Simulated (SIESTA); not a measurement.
Worked example: self-consistent single point of Li₃Ni (P1, 4 atoms in the cell) in SIESTA.

Method: SIESTA with GGA PBEsol, numerical atomic orbitals TZP, PseudoDojo PBEsol standard norm-conserving potentials (rewritten from UPF to PSML).

The change in words: atoms moved at random. Reference geometry:
```yaml
crystal:
  lattice:
    - [-1.90491, 1.90491, 3.78796]
    - [1.90491, -1.90491, 3.78796]
    - [1.90491, 1.90491, -3.78796]
  atoms:
    - { symbol: Li, position: [0.75000, 0.25000, 0.50000] }
    - { symbol: Li, position: [0.25000, 0.75000, 0.50000] }
    - { symbol: Li, position: [0.50000, 0.50000, 0.00000] }
    - { symbol: Ni, position: [0.00000, 0.00000, 0.00000] }
```

Reference input (self-consistent single point, DFT, GGA PBEsol, numerical atomic orbitals TZP, PseudoDojo PBEsol standard norm-conserving potentials (rewritten from UPF to PSML)): XC.functional = GGA; XC.authors = PBEsol; potentials = PseudoDojo PBEsol standard; PAO.BasisSize = TZP; PAO.EnergyShift = 0.01 Ry; MeshCutoff = 350 Ry; kgrid.MonkhorstPack = 12 12 12; OccupationFunction = FD; ElectronicTemperature = 136 meV; PAO.Polarization.NonPerturbative = true; MaxSCFIterations = 150; SCF.Mixer.Method = Pulay. This run's input differs from it in these lines:

```diff
@@ -18,6 +18,6 @@
 %block AtomicCoordinatesAndAtomicSpecies
-     0.000000000    1.904910000    1.893977500  1
-     1.904910000    0.000000000    1.893977500  1
-     0.000000000    0.000000000    3.787955000  1
-     0.000000000    0.000000000    0.000000000  2
+    -0.025417214    2.020132291    1.883094705  1
+     1.877104029   -0.064311667    1.903534510  1
+    -0.007387241   -0.006655756    3.728741687  1
+     0.060612331   -0.044252964    0.060535309  2
 %endblock AtomicCoordinatesAndAtomicSpecies
```

Log, with long lists cut:

```
        iscf     Eharris(eV)        E_KS(eV)     FreeEng(eV)     dDmax    Ef(eV) dHmax(eV)
   scf:    1    -4835.065287    -5046.340855    -5046.676517  2.336640 -4.583567 67.311287
   scf:    2    -4984.936457    -5116.434815    -5116.513389  2.175135 -7.983518 39.911946
   scf:    3    -5143.283388    -5130.980766    -5131.054585  0.422346 -7.802822 24.796172
   scf:    4    -5144.842398    -5138.773193    -5138.849638  0.296338 -7.637835 13.859164
   scf:    5    -5126.336787    -5133.079659    -5133.152989  0.229564 -7.787840 22.379230
   [... 8 lines left out ...]
   scf:   14    -5142.906568    -5142.907846    -5143.042626  0.002033 -7.342998  0.040980
   scf:   15    -5142.908158    -5142.908006    -5143.042653  0.000273 -7.343653  0.020836
   scf:   16    -5142.908272    -5142.908143    -5143.042662  0.000294 -7.344195  0.002160
   scf:   17    -5142.908169    -5142.908156    -5143.042663  0.000031 -7.344240  0.000326
SCF Convergence by DM+H criterion
max |DM_out - DM_in|         :     0.0000306841
max |H_out - H_in|      (eV) :     0.0003259223
SCF cycle converged after 17 iterations

Using DM_out to compute the final energy and forces

siesta: E_KS(eV) =            -5142.9082

siesta: E_KS - E_eggbox =     -5142.9082

siesta: Atomic forces (eV/Ang):
     1    0.057745   -0.559570    0.001648
     2    0.095085    0.364557   -0.041364
     3    0.074748    0.010591    0.238863
     4   -0.227572    0.183171   -0.196336
   Tot    0.000005   -0.001251    0.002811
   Max    0.559570
   Res    0.232155    sqrt( Sum f_i^2 / 3N )
   Max    0.559570    constrained

Stress tensor Voigt[x,y,z,yz,xz,xy] (kbar):       31.18       35.22       35.70       -4.25        1.21       -0.53
(Free)E + p*V (eV/cell)    -5144.2105
   [... lines left out ...]
siesta: FreeEng =     -5143.042663
siesta: Cell volume =         54.981138 Ang**3
siesta:         -34.03115383        -32.07925317  kBar
   [... lines left out ...]
              0.123   0.134   1.923   1.953   1.848   1.952   1.823  -0.136

             -0.145  -0.147  -0.143  -0.143  -0.048  -0.062  -0.029  -0.065

             -0.031

mulliken: Qtot =       27.000

Mulliken Atomic Populations:
Atom #   charge [q] valence [e]  Species
     1    -0.245848    3.245848  Li
     2    -0.242470    3.242470  Li
     3    -0.222113    3.222113  Li
     4     0.710431   17.289569  Ni
 Total     0.000000
```

The run converged in 17 iterations. Against the reference run the free energy goes up by 17.3 meV/atom, the pressure goes from -3.61 to -3.40 GPa and the largest force goes from 0.000 to 0.563 eV/Å.

The starting cell comes from a database of computed structures (which also holds hypothetical and non-ambient phases and stackings), without a prior relaxation at this level. For this run, on top of that: atoms moved at random. Spin polarisation is off. Values carry the incompleteness of an atom-centred basis. With a pressure of about -3 GPa the cell is away from its equilibrium volume at this level.

Cost on one core of a shared machine: roughly 70 s.
